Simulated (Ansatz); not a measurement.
The starting structures come from a database of crystals and need not be the phases stable at ambient conditions.

 Where the default PAW files enter, the runs use the earlier of Ansatz's two default sets.

Inside the gap of an insulator the Bloch states are evanescent, with a wavenumber k + iκ along the transport direction.

Data:

```xyz
12
Lattice="4.2927 0.0000 0.0000 0.0000 8.3111 0.0000 0.0000 0.0000 7.0640" Properties=species:S:1:pos:R:3 pbc="T T T"
Na     3.2195     7.7049     4.5561
Na     1.0732     0.6062     2.5079
Na     1.0732     3.5493     6.0398
Na     3.2195     4.7618     1.0241
Na     1.0732     6.9152     6.9154
Na     3.2195     1.3959     0.1486
Na     3.2195     2.7596     3.6805
Na     1.0732     5.5515     3.3834
S      3.2195     7.3774     1.7880
S      1.0732     0.9337     5.2760
S      1.0732     3.2219     1.7440
S      3.2195     5.0892     5.3199
```

Space group of this cell: Pnma. The cell is taken as given.

Transport runs along the normal of the first two printed cell vectors.

The gap is the functional's own, uncorrected, and κ follows it; spin-orbit coupling is left out. Mid-gap values are interpolated between the computed energies.

Problem. Give the band gap and the smallest decay constant κ at mid-gap that r2SCAN (Ansatz, a program for electronic structure) yields.

Solution. Gap 2.92 eV on a 8×4×4 mesh; κ = 0.235 1/Å, at the zone centre.
